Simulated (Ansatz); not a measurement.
```
CELL_PARAMETERS angstrom
      0.00000     2.98695     2.98695
      2.98695     0.00000     2.98695
      2.98695     2.98695     0.00000
ATOMIC_POSITIONS crystal
  S  0.00000 0.00000 0.00000
  Pb 0.50000 0.50000 0.50000
```

Spin-orbit coupling is not included. Unless called populations, κ holds the coherence term between modes besides the Boltzmann populations.

**Question.** Estimate the lattice thermal conductivity at 300 K from the linearised phonon Boltzmann equation (three-phonon plus isotope scattering), Ansatz (a quantum-chemistry and plane-wave program), r2SCAN functional, plane-wave PAW (third-order constants from a 54-atom supercell out to 6.3 Å, harmonic mesh 6×6×6, k mesh 6×6×6, scattering mesh 15×15×15).

**Answer.** κ = 1.8 W/(m K). The result is for a perfect infinite crystal and omits four-phonon processes.

Computed at 300 K against measurement: lattice thermal conductivity 1.80 computed, 2.90 measured W/(m K) (-38 %; Cormac Toher, Corey Oses, Jose J. Plata et al., Physical Review Materials (2017), arXiv:1611.05714).  

The PAW data sets were generated under PBE and serve the other functionals too.
